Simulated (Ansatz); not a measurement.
Take TiAl3 (space group I4/mmm, No. 139; a = 3.846 Å, c = 8.620 Å) as the base.

Computed with PBE, PAW, 420 eV (Ansatz, a first-principles code; spin-orbit coupling left out).

For the base:

| Quantity | Result |
|---|---|
| Lattice parameter a | 7.268 bohr |
| c/a ratio | 2.241 |

Modification: a negative pressure, −1 GPa.

**Question.** Predict the new lattice parameter a.

**Answer.** The lattice parameter a rises by 0.0228 bohr to 7.290 bohr.

**Question.** What does the calculation give for the c/a ratio after the change?

**Answer.** The c/a ratio stays essentially unchanged (2.241 against 2.242).

Load acts through the strain it causes; cell and atoms are relaxed under it. Stability against distortions was not tested. All final runs are without spin polarisation.
